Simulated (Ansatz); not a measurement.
Effect of tensor shear ε_xz = +0.33 % on MgTe

The reference is MgTe in the wurtzite structure (space group P6_3mc, No. 186; a = 4.509 Å, c = 7.338 Å). Axes: x lies along a and z along c of the hexagonal cell.

The change: a pure shear with ε_xz = ε_zx = 0.0033, atoms relaxed at fixed cell.

Method: LDA, PAW, 420 eV (Ansatz, an electronic-structure program; no SOC). Settings: 9×9×5 k-points, 0.05 eV Fermi–Dirac smearing.

Volume per atom: 32.30 Å³ (base 32.30 Å³)
Space group: Cc (No. 9) (base P6_3mc (No. 186))
Shortest interatomic distance: 2.756 Å (base 2.757 Å)
Energy relative to the base (free energy F): 0.0 meV/atom
Pressure (mean of the normal stresses, compression positive): 0.00 GPa (base 0.00 GPa)
Band gap: 2.42 eV (an upper bound: an edge found on the path is not a true extremum; the base alone) (base 2.43 eV)
Stress (xx, yy, zz, yz, xz, xy; compression positive): (0.00, 0.00, 0.01, 0.00, -0.07, 0.00) GPa

With Te present, leaving out spin-orbit coupling can change the band edges. The cells carry an imposed strain or load. No phonon test of stability was made.
